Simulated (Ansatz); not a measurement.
free sheet of monolayer 1T HfS2: Hf16S32, 3 atomic planes, area 185 Å², cell height 15.9 Å with vacuum; both faces free, started from the relaxed sheet, in-plane cell fixed at 1.000 times the relaxed lattice. Level of theory: PBE (plane waves, PAW; Ansatz, a program for electronic structure). Mean temperature 914 K, 10.0 ps sampled after 4.8 ps of Langevin dynamics; k-points: Γ only; no spin polarisation or spin-orbit coupling.

A denser in-plane k-mesh moves the forces of one frame by 0.05 eV/Å rms. Bonds are counted up to Hf-S 3.07 Å; heights count from the centre of mass.

Problem. What happens at the sheet: give the outer plane spacing; normal motion of the outer planes over that of the middle; in-plane diffusion; coordination in the top plane; mean vibrational (phonon) frequency.

Solution. 
outer plane spacing: 1.47 Å against 1.45 Å at the start (+1 %)
normal motion of the outer planes over that of the middle: 0.8
in-plane diffusion: none seen within 10.0 ps
coordination in the top plane: 3-fold 98 %
mean vibrational (phonon) frequency: 6.2 THz
